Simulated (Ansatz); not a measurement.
A computed series for Mo: pressure series

Start from Mo in the bcc (W type) structure (space group Im-3m, No. 229).

```yaml
crystal:
  lattice:
    - [-1.57530, 1.57530, 1.57530]
    - [1.57530, -1.57530, 1.57530]
    - [1.57530, 1.57530, -1.57530]
  atoms:
    - { symbol: Mo, position: [0.00000, 0.00000, 0.00000] }
```

Cell and atoms are relaxed at each pressure.

All numbers come from r2SCAN (Ansatz, a program for electronic structure, PAW, spin-orbit coupling left out).

```json
[
 {"P (GPa)": "-2.01", "V (Å³/atom)": "15.755"},
 {"P (GPa)": "-1.01", "V (Å³/atom)": "15.695"},
 {"P (GPa)": "0.89", "V (Å³/atom)": "15.586"},
 {"P (GPa)": "2.08", "V (Å³/atom)": "15.519"},
 {"P (GPa)": "4.50", "V (Å³/atom)": "15.388"},
 {"P (GPa)": "9.00", "V (Å³/atom)": "15.158"},
 {"P (GPa)": "15.01", "V (Å³/atom)": "14.877"},
 {"P (GPa)": "22.49", "V (Å³/atom)": "14.560"},
 {"P (GPa)": "30.01", "V (Å³/atom)": "14.273"}
]
```

Problem. Fit a third-order Birch–Murnaghan equation of state.

Solution. Least squares on P(V) = (3B₀/2)[(V₀/V)^(7/3) − (V₀/V)^(5/3)]·[1 + (3/4)(B₀′ − 4)((V₀/V)^(2/3) − 1)] gives V₀ = 15.64 Å³/atom, B₀ = 271 GPa and B₀′ = 4.2.

Load acts through the strain it causes; cell and atoms are relaxed under it. Stability against distortions was not tested. Competing high-pressure phases were not computed. The final runs are not spin-polarised.
